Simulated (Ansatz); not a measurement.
The reference is Sr in the fcc (Cu type) structure (space group Fm-3m, No. 225; a = 5.9225 Å). Axes: x, y, z lie along the cube axes.

Method: PBEsol (Ansatz, an electronic-structure program, PAW, no spin-orbit coupling).

Base values:

```
Quantity            Value
---------------  --------
Volume per atom  51.93 Å³
Pressure          0.0 GPa
Band gap             zero
```

One thing is altered: biaxial strain +0.83 %, plane normal [111], relaxed out of plane (Cartesian); in-plane vectors clamped, the third vector and the atoms free.

What happens to the volume per atom, pressure, energy relative to the base and band gap?

The volume per atom rises by 0.741 Å³ (51.93 Å³ → 52.68 Å³); the pressure (mean of the normal stresses, compression positive) goes from zero to -0.2 GPa; the energy grows by 0.7 meV/atom; the band gap is still zero.

No phonon test of stability was made.
